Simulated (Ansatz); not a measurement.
## A computed series for InAs: pressure series

The reference is InAs in the zinc blende structure (space group F-43m, No. 216; a = 6.0261 Å).

Cell and atoms are relaxed at each pressure.

Calculations: LDA (Ansatz, a first-principles code; PAW; 420 eV plane waves; spin-orbit coupling left out).

Base values:

The band gap is zero.

Task: The aim is a band gap between 0.44 eV and 0.50 eV. Which of these changes reaches it?
A) pressure 15 GPa
B) pressure 4.5 GPa
C) pressure 30 GPa
D) pressure 22.5 GPa

Result: A, pressure 15 GPa. It gives 0.46 eV; pressure 30 GPa gives 0.86 eV; pressure 22.5 GPa gives 0.73 eV; pressure 4.5 GPa gives zero. Changes not listed may reach it too

Load acts through the strain it causes; cell and atoms are relaxed under it. No phonon test of stability was made. The final runs are not spin-polarised. Measured, InAs leaves this structure (for rock salt) near 7 GPa (temperature not stated; as listed in Datta, Sujoy, Jana, Debnarayan, arXiv (2020)). The zero or small gap of InAs can change with the level of theory.
